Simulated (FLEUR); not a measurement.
Worked example: self-consistent single point of Ta2Co (I4/mcm, 6 atoms in the cell) in FLEUR.

Method of the run: LDA (Perdew-Zunger), all-electron FLAPW (FLEUR), scalar-relativistic valence run with FLEUR.

```
CELL_PARAMETERS angstrom
     -3.04214     3.04214     2.48276
      3.04214    -3.04214     2.48276
      3.04214     3.04214    -2.48276
ATOMIC_POSITIONS crystal
  Ta 0.16135 0.66135 0.82270
  Ta 0.83865 0.33865 0.17730
  Ta 0.66135 0.83865 0.50000
  Ta 0.33865 0.16135 0.50000
  Co 0.75000 0.75000 0.00000
  Co 0.25000 0.25000 0.00000
```

Reference input (self-consistent single point, DFT, PBEsol, all-electron FLAPW (FLEUR), scalar-relativistic valence): Kmax = 4.2 1/bohr; GmaxXC = 16.8 1/bohr; xcFunctional = PBEs; jspins = 1; l_soc = F; mode = hist; fermiSmearingEnergy = 0.00367493 Htr; mesh (inpgen div1-3) = 6 6 6; inpgen gamma flag = true; Gmax = 16.8 1/bohr; numbands = 0; maxIterBroyd = 15. This run's input differs from it in these lines:

```diff
@@ -18,3 +18,3 @@
 &comp jspins=1 /
-&exco xctyp='PBEs' /
+&exco xctyp='pz' /
 &kpt div1=6 div2=6 div3=6 gamma=t /
@@ -31,3 +31,3 @@
       <coreElectrons ctail="T" frcor="F" kcrel="0" coretail_lmax="0"/>
-      <xcFunctional name="PBEs" relativisticCorrections="F"/>
+      <xcFunctional name="pz" relativisticCorrections="F"/>
       <magnetism jspins="1"/>
```

The program printed (abridged):

```
 Iteration:     1   Distance:      25.16177283 me/bohr^3
 Iteration:     2   Distance:      13.25337811 me/bohr^3
 Iteration:     3   Distance:      12.02507128 me/bohr^3
 Iteration:     4   Distance:      11.70944187 me/bohr^3
 Iteration:     5   Distance:       6.56755369 me/bohr^3
   [... 13 lines left out ...]
 Iteration:    19   Distance:       0.00006937 me/bohr^3
 Iteration:    20   Distance:       0.00002486 me/bohr^3
 Iteration:    21   Distance:       0.00003245 me/bohr^3
 Iteration:    22   Distance:       0.00000598 me/bohr^3
 Reset of history
 Run finished successfully
 Stop message:
   Structural relaxation: new displacements generated

[file out, last iteration]
             iter=     23
[...]
          total density-effective poten   -1.1269672693E+05
          total charge density-energy d   -1.3480625662E+03
 Updated energy parameters for spin:           1
[...]
 fermi energy and band-weighting factors:
   [... 11 lines left out ...]

[...]
FERMIE:
          first approx. to ef    (T=0)  :   0.524411 htr   (energy of the highest occ. eigenvalue)
          number of occ. states  (T=0)  :       2072
          first approx. to seigv (T=0)  : -45.951450 htr
          sum of weights of occ. states :  69.023148
          sum of semicore charge        :   0.000000 e
FERHIS:  Fermi-Energy by histogram:
          bandgap                     :   0.000444 htr
   [... lines left out ...]
          charge neutrality (T=0)     :   0.046296    (zero if the highest occ. eigenvalue is "entirely" occupied)
     EF_NEWTON:  Adjust Fermi-Energy by Newton-Method.
 Direct bandgap for spin            1 :    6.0645655409077293E-003  Htr
 ---->    free energy=                    -65250.0143709685 htr
   [... lines left out ...]
      extrapolation for T->0
 ---->    total electron energy=          -65250.0111249477 htr
 ***** TOTAL FORCES ON ATOMS *****
 TOTAL FORCE FOR ATOM TYPE=  1  X= -3.894   Y=  1.855   Z=  0.000
                       FX_TOT= 0.000137 FY_TOT= 0.000137 FZ_TOT= 0.000000
 TOTAL FORCE FOR ATOM TYPE=  2  X=  0.000   Y=  0.000   Z= -2.346
                       FX_TOT= 0.000000 FY_TOT= 0.000000 FZ_TOT= 0.000000
```

The run converged in 22 iterations. FLEUR gives forces in its relaxation mode, with a further iteration, so its stop message speaks of a relaxation. Against the reference run the largest force goes from 0.017 to 0.010 eV/Å.

The starting cell comes from a database of computed structures (which also holds hypothetical and non-ambient phases and stackings), without a prior relaxation at this level. Spin-orbit coupling is off. Spin polarisation is off. Values depend on the basis (sphere radii, cutoffs, local orbitals), which need not be converged. The log's line on a gap gives a spacing of levels on this mesh, which the program prints for metals too.

Cost on one core of a shared machine: roughly 6 min.
